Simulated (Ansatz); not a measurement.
The starting structures come from a database of crystals and need not be the phases stable at ambient conditions.

By PBEsol, the system below comes out a metal.

Crystal: BiSe (Fm-3m, rock salt, not sure to be the ambient phase, 2 atoms a cell, 29.2 Å³ an atom, -3 GPa at this level); planes in its conventional cell.

Level of theory: PBEsol (plane waves, PAW; Ansatz, an electronic-structure program).

Ballistic conductance counts the channels of both spins, as a mean over 0.1 eV about the Fermi level; spin-orbit coupling is left out.

| plane | area (Å²) | G/A (10¹⁵ S/m²) |
|---|---|---|
| (001) | 19.0 | 0.85 |
| (111) | 16.4 | … |

Q: Some entries are withheld; supply them.

A: 
- (111), G/A (10¹⁵ S/m²): 1.0
